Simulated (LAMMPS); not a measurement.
An MD run on a melt of Ni (fcc), 2048 atoms, cooled from 2590 K to 300 K at 1e+14 K/s, at zero pressure.

Level of theory: classical MD, pair style eam, the elements' _u3.eam files (universal-3 set of Foiles, Baskes and Daw), run in LAMMPS.

What does the simulation give for the first peak of g(r), the volume per atom, the density?

first peak of g(r): 2.45 Å, height 5.1; volume per atom: 11.4 Å³ (one sample); density: 8.53 g/cm³ (one sample).
